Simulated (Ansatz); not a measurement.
Start from Ir in the fcc (Cu type) structure (space group Fm-3m, No. 225; a = 3.844 Å). Axes: x, y, z lie along the cube axes.

Level of theory: r2SCAN/PAW in Ansatz (a program for electronic structure), without spin-orbit coupling.

Strains are applied to the cell and any free atomic positions relax; under biaxial strain the out-of-plane vector relaxes too.

One change was made to it. Results:

The pressure goes from zero to -29.8 GPa; the energy rises by 158 meV/atom.

Question: Which of these changes matches the shifts?
A. strain tensor (xx, yy, zz, yz, xz, xy) = (−1.15, −0.75, −0.54, −0.27, −0.32, −0.91) %
B. biaxial strain +4.86 %, plane normal [001], relaxed out of plane
C. tensor shear ε_xz = +0.75 %
D. isotropic strain +3.48 %

Answer: D, isotropic strain +3.48 %. For comparison, the energy relative to the base in the other runs: tensor shear ε_xz = +0.75 % gives +2.7 meV/atom; biaxial strain +4.86 %, plane normal [001], relaxed out of plane gives +123 meV/atom; strain tensor (xx, yy, zz, yz, xz, xy) = (−1.15, −0.75, −0.54, −0.27, −0.32, −0.91) % gives +16 meV/atom.

Without a gap, meshes like the base's 21×21×21 leave anisotropic stresses uncertain by several tenths of a GPa, and small strain energies with them. Stability against distortions was not tested. All final runs are without spin polarisation.
